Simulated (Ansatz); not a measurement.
Reference: InP (F-43m), PBEsol, rigid bands (plane waves, PAW, scalar-relativistic; Ansatz, an electronic-structure program); axes and stresses refer to this cell.

```
CELL_PARAMETERS angstrom
      0.00000     2.93916     2.93916
      2.93916     0.00000     2.93916
      2.93916     2.93916     0.00000
ATOMIC_POSITIONS crystal
  In 0.00000 0.00000 0.00000
  P  0.25000 0.25000 0.25000
```

The band gap is 0.57 eV and the Seebeck coefficient, p-type 1e19 cm⁻³ is 344 μV/K. The hole conductivity mass is 0.47 mₑ.

Task: Change: hydrostatic pressure -2 GPa with spin-orbit coupling. What happens to band gap, Seebeck coefficient, p-type 1e19 cm⁻³, hole conductivity mass?

Result: band gap drops to 0.37 eV; Seebeck coefficient, p-type 1e19 cm⁻³ shrinks to 321 μV/K; hole conductivity mass increases to 0.58 mₑ.

Masses are for dilute carriers at 300 K, harmonic means over directions unless an axis is named. Seebeck coefficients are for the stated density at 300 K, with one relaxation time for all states and whether or not that doping can be reached. Spin-orbit coupling is left out unless a row names it; without it hole values are far off for these elements. Stresses and pressures are the targets of the relaxation.  The structure type is held under load, also where the real crystal would transform.
